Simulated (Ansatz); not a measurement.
Mg2BeN2 (model structure, started from the Ca2ZnN2 type, I4/mmm, No. 139, 5 atoms in the cell) was calculated with G0W0@PBEsol in Ansatz (plane waves, hard PAW, contour deformation).

The cell is the one relaxed with PBEsol. Conventional cell: a = 3.1116 Å, b = 3.1116 Å, c = 10.9787 Å, α = 90.00°, β = 90.00°, γ = 90.00°.

The quasiparticle gap at Γ at a fixed k mesh 2×2×2:

| response cutoff | value (eV) |
|---|---|
| 150 eV, 407 empty bands | 2.135 |
| 200 eV, 627 empty bands | 2.173 |
| 250 eV, 876 empty bands | 2.194 |
| 300 eV, 1152 empty bands | 2.207 |

Task: Taking the value to converge with the response cutoff E as E^(−3/2), extrapolate from the last two rows.

Result: With y = y∞ + c/w and weights w = 3953 and 5196 for the last two rows, y∞ = (w2 y2 − w1 y1)/(w2 − w1) = (5196 × 2.207 − 3953 × 2.194)/1243 = 2.248 eV, which lies 0.041 beyond the last row. Successive pairs of rows give 2.243, 2.247, 2.248. The limit also hangs on the law assumed, so its last digits aren't firm.

The other settings are not extrapolated, so this is the limit in one setting alone.

At the last cutoff the smallest gap on this mesh is 1.56 eV, with an edge away from Γ.

A model structure was made by putting elements into a prototype or built by hand; it is no filed structure, need not be a known phase, and can be a saddle point held by its symmetry.

Ansatz is a program for electronic structure.
